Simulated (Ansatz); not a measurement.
**CuAu, response to strain**

Consider CuAu (space group P4/mmm, No. 123; a = 2.8129 Å, c = 3.5930 Å; relaxed with 0.1 eV smearing). Axes: x, y, z lie along a, b, c of the conventional cell.

Strains are applied to the cell and any free atomic positions relax.

Calculations: PBEsol/PAW in Ansatz (an electronic-structure program), spin-orbit coupling left out.

Notes on the quantities. energy relative to the base: free energy F.

```csv
uniaxial strain ε_xx (%),energy relative to the base (meV/atom)
0,0.0
0.5,0.2
1,?
1.5,2.0
2,3.4
2.5,5.3
3,7.4
```

Problem. Fit ΔE = Aε² + Bε³ (ε in %) to the rows shown and predict the withheld row.

Solution. Least squares on the printed values gives A = 0.935 and B = -0.037 meV/atom (largest residual 0.0 meV/atom); this predicts 0.9 meV/atom, and the run gives 0.9 meV/atom, in agreement.

Whether these cells are dynamically stable was not tested. All final runs are without spin polarisation.
